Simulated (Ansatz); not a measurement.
# Convergence study of the k-point mesh for InSe (R3m, 4 atoms in the cell)

```
InSe
1.0
    2.01323     1.16234     8.56548
   -2.01323     1.16234     8.56548
    0.00000    -2.32468     8.56548
In Se
2 2
Cartesian
  0.00000   0.00000   2.88561
  0.00000   0.00000   0.04702
  0.00000   0.00000  15.92442
  0.00000   0.00000  21.22030
```

Computed with PBEsol, PAW files made with PBE (plane waves; Ansatz, a quantum-chemistry and plane-wave program).

Base settings: basis.ecutwfc = 420 eV; kpoints.mp_grid.grid = 7 7 7; hamiltonian.xc = pbesol; hamiltonian.pseudopotentials = {kind: paw} (the program's default PAW files); scf.occupations.method = fixed.

The second cell is the first with its lattice scaled by 0.98.

Only quantities that move along the ladder and can be compared are tabulated.

The count of work is k-points × plane waves × bands × iterations; it is no time. Core times come from one kind of shared machine, to one figure; runs under 30 s give none.

The starting cell comes from a database of computed structures (which also holds hypothetical and non-ambient phases and stackings), without a prior relaxation at this level. Its lattice was rescaled by up to half a per cent. One atom was moved a little off its site on purpose. Ansatz's pressure includes its estimate of the finite-basis (Pulay) stress.

```tsv
kpoints.mp_grid.grid	free energy less the last step's (meV/atom)	energy of the compressed cell less the first (meV/atom)	pressure (GPa)	largest difference of a force vector from the last step's (eV/Å)	gap on the mesh (eV)	count of work / last	core time / last (rough)
2 2 2	335.20	47.17	2.55	0.161	0.260	0.0045	–
3 3 3	75.99	29.23	0.98	0.043	1.301	0.0067	–
4 4 4	19.35	21.98	0.36	0.015	0.287	0.015	–
5 5 5	4.63	20.14	0.20	0.012	0.827	0.021	–
6 6 6	1.52	19.54	0.15	0.003	0.291	0.036	–
7 7 7	0.43	19.40	0.14	0.003	0.613	0.049	–
8 8 8	0.16	19.31	0.13	0.001	0.291	0.073	–
9 9 9	0.04	19.30	0.13	0.001	0.494	0.095	–
10 10 10	0.02	19.28	0.13	0.000	0.291	0.13	–
11 11 11	0.00	19.28	0.13	0.000	0.432	0.16	0.2
12 12 12	0.00	19.28	0.13	0.000	0.291	0.21	0.2
14 14 14	0.00	19.28	0.13	0.000	0.291	0.32	0.3
15 15 15	0.00	19.28	0.13	0.000	0.370	0.39	0.4
17 17 17	0.00	19.28	0.13	0.000	0.354	0.55	0.5
19 19 19	0.00	19.28	0.13	0.000	0.342	0.75	0.9
21 21 21	0.00	19.28	0.13	0.000	0.333	1.0	1
```

Coarsest kpoints.mp_grid.grid that holds the free energy within 0.5 meV/atom of the last step, with all finer ones: 7 7 7, at 0.049 of the last step's count of work; the step before is off by 1.5 meV/atom.

Coarsest kpoints.mp_grid.grid that holds the pressure within 0.5 GPa of the last step, with all finer ones: 4 4 4, at 0.015 of the last step's count of work; the step before is off by 0.85 GPa.

Coarsest kpoints.mp_grid.grid that holds the forces within 0.02 eV/Å of the last step, with all finer ones: 4 4 4, at 0.015 of the last step's count of work; the step before is off by 0.043 eV/Å.

The energy difference between the two cells stays within 1 meV/atom of the last step's from 5 5 5 on, the total only from 7 7 7 on: much of the error is common to both cells and cancels.

The gap on the mesh jumps up and down from mesh to mesh; it is no smooth measure of convergence.

Keys are those of Ansatz 0.2.
